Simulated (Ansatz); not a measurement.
Troubleshooting Ansatz (a first-principles code): a failed run on ZnCu₂SnSe₄ (I-4, 8 atoms in the cell). The aim is a self-consistent single point with DFT, PBE, plane waves, PAW files.

Cell that was meant: a = 7.0617 Å, b = 7.0617 Å, c = 7.0617 Å, α = 131.62°, β = 131.62°, γ = 70.82°.

Part of the input:

```yaml
  lattice:
    - [-2.893426, 2.893426, 5.755328]
    - [2.893426, -2.893426, 5.755328]
    - [0.000000, 0.000000, 11.510656]
  atoms:
    - { symbol: Zn, position: [0.750000, 0.250000, 0.500000] }
    - { symbol: Cu, position: [0.250000, 0.750000, 0.500000] }
```

Output, abridged:

```
Error: invalid value for `crystal.lattice`: the lattice is degenerate (Ω = 0 Å³): its volume is under 1e-10 Å³
```

Q: From the messages shown, name the fault and mend the input.

A: The fault is linearly dependent lattice vectors. Three vectors in one plane span no volume, and the reciprocal lattice does not exist. To fix it, correct the lattice vector. The program stopped before any SCF iteration.

The sound input it was made from differs as follows (other fixes are possible):
```diff
-    - [0.000000, 0.000000, 11.510656]
+    - [2.893426, 2.893426, -5.755328]
```

With that input, the run converged in 16 iterations: free energy E − TS (on the zero of these files) -44473.1737 eV; Fermi level (on the code's own zero) 7.78 eV; pressure -0.33 GPa; largest force (vector length) 0.100 eV/Å (DFT, PBE, plane waves, PAW files).

On the sound input: the starting cell comes from a database of computed structures (which also holds hypothetical and non-ambient phases and stackings), without a prior relaxation at this level. Its lattice was rescaled by a random factor within 2.5 % of one. Spin polarisation is off. Ansatz's pressure includes its estimate of the finite-basis (Pulay) stress. The run gives no clean gap (levels at the Fermi energy touch, overlap or are partly filled at this smearing), which alone does not show that the compound is a metal.
